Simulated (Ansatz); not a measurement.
Worked example: self-consistent single point of a (001) slab of Sc3SnB (cut from a parent of space group no. 221; 10 atoms in the cell) in Ansatz (a first-principles code).

Level of theory: PBEsol, default PAW files made with PBE (plane waves; Ansatz).

```
CELL_PARAMETERS angstrom
      4.64001     0.00000     0.00000
      0.00000     4.64001     0.00000
      0.00000     0.00000    20.96000
ATOMIC_POSITIONS crystal
  Sc 0.50000 0.00000 0.33397
  Sc 0.00000 0.50000 0.33397
  Sc 0.50000 0.50000 0.44466
  Sn 0.00000 0.00000 0.44466
  B  0.50000 0.50000 0.33397
  Sc 0.50000 0.00000 0.55534
  Sc 0.00000 0.50000 0.55534
  Sc 0.50000 0.50000 0.66603
  Sn 0.00000 0.00000 0.66603
  B  0.50000 0.50000 0.55534
```

Reference input (self-consistent single point, DFT, PBEsol, plane waves, default PAW files made with PBE): basis.ecutwfc = 30.9 Ry; kpoints.mp_grid.grid = 5 5 1; hamiltonian.xc = pbesol; hamiltonian.pseudopotentials = {kind: paw} (the program's default PAW files); scf.occupations.method = fermi_dirac; scf.occupations.width = 0.0073 Ry. This run's input differs from it in these lines:

Ansatz 0.2 input:
```diff
@@ -20,3 +20,3 @@
 kpoints:
-  mp_grid: { grid: [5, 5, 1] }
+  mp_grid: { grid: [11, 11, 1] }
 hamiltonian:
```

Output (repeated stretches shortened):

```
SCF iter   1: F=—  HF=-24875.548510 eV  |F-HF|=—  |Δ(HF+E_count)|=         —  Δρ=4.66e-3  dr2=1.42e0  ethr=1.77e-3  ⟨swp⟩=7.6  Hψ=5329  notcnv=0
all-band conjugate gradients solve this SCF's bands
preconditioner: auto → LDOS
SCF iter   2: F=—  HF=-24875.504557 eV  |F-HF|=—  |Δ(HF+E_count)|=   4.40e-2  Δρ=1.78e-3  dr2=1.09e-1  ethr=1.42e-3  ⟨swp⟩=2.4  Hψ=1609  notcnv=0
   [... lines left out ...]
SCF iter   6: F=—  HF=-24875.499210 eV  |F-HF|=—  |Δ(HF+E_count)|=   8.62e-5  Δρ=3.04e-5  dr2=7.05e-6  ethr=3.82e-8  ⟨swp⟩=2.0  Hψ=2148  notcnv=0
SCF iter   7: F=—  HF=-24875.499211 eV  |F-HF|=—  |Δ(HF+E_count)|=   1.14e-6  Δρ=1.17e-5  dr2=1.22e-6  ethr=7.05e-9  ⟨swp⟩=2.0  Hψ=2156  notcnv=0
SCF iter   8: F=—  HF=-24875.499211 eV  |F-HF|=—  |Δ(HF+E_count)|=   1.82e-7  Δρ=4.22e-6  dr2=1.06e-7  ethr=1.22e-9  ⟨swp⟩=2.0  Hψ=1943  notcnv=0
SCF iter   9: F=-24875.499211 eV  HF=-24875.499211 eV  |F-HF|=1.68e-8  |Δ(HF+E_count)|=   1.83e-8  Δρ=1.25e-6  dr2=2.24e-8  ethr=1.00e-10  ⟨swp⟩=9.3  Hψ=4839  notcnv=0
SCF 1 converged in 9 iterations: F = -24875.499211 eV  dr2 = 2.24e-8
Free energy (F): -24875.499211 eV
Internal energy: -24875.290730 eV  (E = F + TS)
E sigma→0 (E₀):  -24875.394971 eV
Entropy (-TS):   -0.208481 eV (-20.848 meV/atom)
Fermi energy:    2.461895 eV
--- Forces (eV/Å), atoms counted from 1 ---
  atom   1  Sc     0.00000000    -0.00000000     0.34898529
  atom   2  Sc     0.00000000    -0.00000000     0.34898529
  atom   3  Sc    -0.00000000     0.00000000    -0.25861460
  atom   4  Sn    -0.00000000    -0.00000000    -0.24698742
  atom   5  B     -0.00000000     0.00000000    -0.05371240
  atom   6  Sc     0.00000000    -0.00000000     0.29102267
  atom   7  Sc     0.00000000     0.00000000     0.29102267
  atom   8  Sc    -0.00000000    -0.00000000    -0.12517376
  atom   9  Sn    -0.00000000    -0.00000000    -0.90247564
  atom  10  B      0.00000000     0.00000000     0.30681061
--- Stress (GPa, compression-positive) ---
       -2.083131      -0.000000      -0.000000
       -0.000000      -2.083131      -0.000000
       -0.000000      -0.000000      -1.491669
  P = ⅓ Tr σ = -1.8860 GPa (-18.860 kbar)
  The stress holds the Pulay correction. Without it, at fixed plane waves, as pw.x and ABINIT print it: P = -1.9013 GPa
```

The run converged in 9 iterations. Against the reference run the free energy drops by 1.5 meV/atom and the largest force hardly changes (0.897 to 0.902 eV/Å).

The starting cell comes from a database of computed structures (which also holds hypothetical and non-ambient phases and stackings), without a prior relaxation at this level. The slab is cut from that crystal, and its faces are unrelaxed. Its lattice was rescaled by up to half a per cent. Spin polarisation is off, though cut faces can carry moments; the slab shows no gap. The two faces of this cut differ, and no dipole correction was used.

Cost on one core of a shared machine: roughly 40 s.
